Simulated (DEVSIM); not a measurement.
# Si p-n junction from an implanted or diffused profile

Device: Si p-n junction from an implanted or diffused profile, at 300 K.

```tsv
layer (left to right)	material	thickness (μm)	Nd (cm⁻³)	τn (s)	τp (s)
1	Si	17.0	2.7e14	0.00012	0.00012
```

Added acceptor profile: 1.4e18 cm⁻³ × exp(−(x − 0 μm)²/(2·(0.14 μm)²)). Left contact: ohmic. Right contact: ohmic. Voltage is applied to the left contact. Recombination: SRH at mid-gap. Mobility is μmin + (μ − μmin)/(1 + (N/Nref)^α).

The device is made up for the run: typed textbook-type constants, with dimensions and the other settings drawn at random. Values at 300 K.

| parameter | Si |
|---|---|
| gap (eV) | 1.124 |
| affinity (eV) | 4.05 |
| permittivity | 11.7 |
| Nc (cm⁻³) | 2.86e19 |
| Nv (cm⁻³) | 3.1e19 |
| μn (cm²/Vs) | 1417 |
| μp (cm²/Vs) | 470 |
| μn,min | 52 |
| μp,min | 45 |
| Nref,n | 9.7e16 |
| Nref,p | 2.2e17 |
| αn | 0.68 |
| αp | 0.72 |

DEVSIM, 1D drift-diffusion, Boltzmann statistics, complete ionisation; no tunnelling, impact ionisation, image-force lowering or self-heating.

```yaml
potential_step_across_the_device_at_zero_bias: 0.745 V
Dark forward voltage at 1 A/cm²: 0.573 V
Dark forward voltage at 100 A/cm²: 0.801 V
```

Dark forward current:

| V (V) | J (A/cm²) |
|---|---|
| 0.05 | 3.6e-9 |
| 0.10 | 2.7e-8 |
| 0.15 | 1.9e-7 |
| 0.20 | 1.3e-6 |
| 0.30 | 6.0e-5 |
| 0.35 | 0.00041 |
| 0.40 | 0.0028 |
| 0.45 | 0.019 |
| 0.50 | 0.11 |
| 0.55 | 0.54 |
| 0.60 | 2.0 |
| 0.70 | 18 |
| 0.75 | 46 |
| 0.80 | 99 |
| 0.85 | 180 |
| 0.90 | 280 |
| 0.95 | 390 |
| 1.05 | 590 |
| 1.10 | 670 |
| 1.15 | 740 |
| 1.20 | 810 |
| 1.25 | 870 |
| 1.30 | 920 |
| 1.35 | 970 |
| 1.45 | 1100 |
| 1.50 | 1100 |
| 1.55 | 1200 |
| 1.60 | 1200 |
